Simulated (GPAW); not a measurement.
Troubleshooting GPAW: a failed run on Cs2ScCuCl6 (Fm-3m, 10 atoms in the cell). The aim is a self-consistent single point with DFT PBEsol, plane waves, GPAW PAW datasets PBEsol (made by gpaw-setup).

Cell that was meant: a = 7.2849 Å, b = 7.2849 Å, c = 7.2849 Å, α = 60.00°, β = 60.00°, γ = 60.00°.

Part of the input:

```python
            nbands=-6,
            convergence={'density': 1e-05, 'bands': -4},
            symmetry={'symmorphic': False, 'tolerance': 0.0005},
            maxiter=8,
            txt='-')

atoms.calc = calc
```

Log, with long lists cut:

```
     iter     time        total  log10-change:
                         energy   eigst   dens
iter:   1 --:--:--   -41.399520   +0.38
iter:   2 --:--:--   -41.368426   -0.19  -1.37
iter:   3 --:--:--   -40.734812   -1.02  -1.41
iter:   4 --:--:--   -40.602153   -1.14  -1.54
iter:   5 --:--:--   -40.521848   -1.75  -1.73
iter:   6 --:--:--   -40.972774   -1.38  -1.84
iter:   7 --:--:--   -40.602161   -1.85  -2.10
iter:   8 --:--:--   -40.687433   -1.44  -2.21

Did not converge!

Here are some tips:

1) Make sure the geometry and spin-state is physically sound.
2) Use less aggressive density mixing.
3) Solve the eigenvalue problem more accurately at each scf-step.
4) Use a smoother distribution function for the occupation numbers.
5) Try adding more empty states.
6) Use enough k-points.
7) Don't let your structure optimization algorithm take too large steps.
8) Solve the Poisson equation more accurately.
9) Better initial guess for the wave functions.

See details here:

    https://gpaw.readthedocs.io/documentation/convergence.html
Traceback (most recent call last):
   [... frames left out ...]
gpaw.KohnShamConvergenceError: Did not converge!  See text output for help.
```

Find the mistake and give the fix.

The fault is an iteration limit that is too low. The loop is cut before its threshold is met, so whatever is printed at the end is not self-consistent. To fix it, raise the limit, or leave it to the default. The run ended unconverged after 8 iterations.

The sound input it was made from differs as follows (other fixes are possible):
```diff
-            maxiter=8,
+            maxiter=150,
```

With that input, the run converged in 29 iterations: free energy E − TS (from the program's reference atoms) -40.5094 eV; top of the valence band (on the code's own zero) 3.60 eV; gap on the k-point mesh 1.97 eV; pressure -2.32 GPa; largest force (vector length) 0.020 eV/Å (DFT PBEsol, plane waves, GPAW PAW datasets PBEsol (made by gpaw-setup)).

On the sound input: the starting cell comes from a database of computed structures (which also holds hypothetical and non-ambient phases and stackings), without a prior relaxation at this level.
